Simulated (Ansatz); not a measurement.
Cell and atoms of amorphous silicon oxide (Si₂₄O₄₇):

```xyz
71
Lattice="10.7660 -0.1731 -0.1963 -0.1731 10.1416 -0.4850 -0.1963 -0.4850 10.1548" Properties=species:S:1:pos:R:3 pbc="T T T"
Si     1.3226     5.9044     2.9420
Si     3.5314     0.1227     1.5768
Si     7.0585     6.6743     2.5917
Si     6.4397     8.0850     5.3961
Si     1.5289     1.1622     9.8613
Si    10.1328     8.7079     9.1651
Si     9.3732     4.8147     3.1503
Si     1.6552     2.4753     7.9739
Si     5.9961     1.4521     2.3577
Si     4.3948     3.8886     8.7499
Si     7.2365     9.1293     8.3076
Si     8.4983     4.9353     5.9576
Si     0.7047     8.8212     2.0093
Si     7.1899     0.8083     5.1223
Si     0.1324     3.8584     1.1321
Si     6.7585     1.8720     7.9611
Si     5.3480     5.4804     6.3380
Si     9.4051     7.8248     6.4755
Si     1.6646     2.2727     5.6108
Si     3.4454     4.2243     4.0799
Si     5.9650     8.9311     0.5606
Si    10.2599    -0.1337     4.7920
Si     5.2868     4.2515     1.6598
Si     9.5125     3.1322     8.3635
O      5.9919     5.4705     2.4852
O      8.0468     2.4736     8.7295
O     10.0321     3.8513     9.7450
O      2.5800     5.5985     3.9174
O      0.7228    -0.2496     9.5305
O      1.2818     4.9002     1.6592
O      6.9257     5.0918     6.3177
O      8.6440     9.4239     9.0361
O     -0.1430     2.2217     8.1410
O      8.6239     4.2307     4.4846
O      9.2441     4.2423     7.1928
O      4.4540     0.9821     2.6159
O      5.3067     7.1385     6.0586
O      4.5786     4.6039     5.2041
O      9.1667     6.4292     5.7489
O      5.3905     2.6623     8.2754
O      6.6471     1.5887     3.8299
O      7.0641     7.3602     4.0975
O     -0.0122     5.6860     3.8407
O      2.3398     1.3791     6.8245
O      4.9458     4.7505     0.1559
O      0.8040     2.3952     0.9047
O      4.7603     5.2040     7.8206
O     10.1449     8.9611     5.6076
O      1.3981     7.4227     2.4106
O      6.7197     0.2670     1.4748
O      8.6950     0.3131     4.7913
O      2.6010     2.8675     4.4112
O      4.0253     3.8798     2.5984
O      3.1676     1.0978     0.3357
O      4.3263     8.9787     0.6370
O     10.4481     9.1457     2.9774
O      6.0876     9.6161     5.0238
O     10.0363     7.6004     7.9415
O      1.2585     3.5106     6.5898
O      6.1844     2.8756     1.5802
O      6.5736     0.2953     8.4042
O      9.7229     3.6126     2.1014
O      8.5224     6.0075     2.3913
O      7.6706     8.3340     6.7438
O     10.5573     8.4867     0.4540
O      2.8401     3.5366     8.6110
O      6.6656     7.8126     1.5084
O      0.4524     1.3380     4.9829
O      1.9725     9.8203     1.8120
O      6.2936     8.1363     9.1732
O      7.0951     1.8493     6.3592
```

Computed with PBE, scalar-relativistic without spin-orbit coupling (plane waves to 420 eV, PAW; Ansatz, a quantum-chemistry and plane-wave program). The usual formal charges leave 2 electrons over, so the level spacing at the Fermi energy parts defect or band states and needn't be the band gap.

The cell was made by melting and quenching with the CHGNet potential and then relaxed with DFT. O atoms were pushed apart under 1.9 Å during the dynamics, to hinder bonds among them. The hot cell started wider than the set density and was brought back towards it in steps. It is the lowest in DFT energy of 2 quenches. It is a model cell: composition and starting density were chosen by hand, and all elements were melted together. No dispersion term was used. Its density started from a set value of 2.25 and ended at 2.14 g/cm³. The simulated quench (nominally 150 K/ps over its main leg) is rapid and tends to freeze in more defects than a deposited or slowly cooled glass has. Values belong to this one cell and scatter from quench to quench. Volume and shape were free in the relaxation.

Cut-offs for bonds: Si-Si 2.60 Å, Si-O 2.00 Å, O-O 1.58 Å. Two cations that share two anions don't count as bonded, nor two that share one unless they lie closer than Si-Si 2.38 Å.

Task: Give the coordination numbers, mean bond lengths and angles.

Result: 
```json
{
 "Mean coordination of Si by anions": "3.96 (1 with 3, 23 with 4); 2 close contacts or bonds to cations besides",
 "Mean coordination of O": "2.02 (46 with 2, 1 with 3)",
 "Mean Si-O bond": "1.643 Å (spread 0.047 Å, 95 counted)",
 "Mean Si-Si bond": "2.303 Å (spread 0.000 Å, 1 counted)",
 "Bond angle at Si": "mean 109.2°, spread 7.7°",
 "Bond angle at O": "mean 137.9°, spread 16.3°"
}
```

Task: Which atoms depart from the most common coordination of their element?

Result: Si8 has 5 (O66 1.71 Å, O44 1.73 Å, O59 1.77 Å, O33 1.82 Å, Si5 2.30 Å); O64 has 3 (Si11 1.81 Å, Si18 1.83 Å, Si4 1.84 Å).
